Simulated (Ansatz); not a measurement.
# AlN, pressure series

Base system: AlN in the wurtzite structure (space group P6_3mc, No. 186; a = 3.114 Å, c = 4.984 Å).

Cell and atoms are relaxed at each pressure.

Method: PBEsol in Ansatz (plane waves to 420 eV, PAW, no spin-orbit coupling).

```tsv
pressure (GPa)	volume per atom (Å³/atom)
-2	10.569
-1	10.514
0	10.462
0.9	10.415
2.1	10.354
4.5	10.238
9	10.036
15	?
30	9.282
```

Problem. Fit the third-order Birch–Murnaghan form P(V) = (3B₀/2)[(V₀/V)^(7/3) − (V₀/V)^(5/3)]·[1 + (3/4)(B₀′ − 4)((V₀/V)^(2/3) − 1)] (squares taken in P) to the rows shown and predict the withheld row.

Solution. Least squares on the printed values gives V₀ = 10.462 Å³/atom, B₀ = 200 GPa, B₀′ = 3.8; this predicts 9.792 Å³/atom, and the run gives 9.793 Å³/atom, in agreement.

Load acts through the strain it causes; cell and atoms are relaxed under it. Stability against distortions was not tested. Measured, AlN leaves this structure (for rock salt) near 14 GPa (temperature not stated; as listed in Datta, Sujoy, Jana, Debnarayan, arXiv (2020)), on rising pressure, with hysteresis.

Ansatz is a quantum-chemistry and plane-wave program.
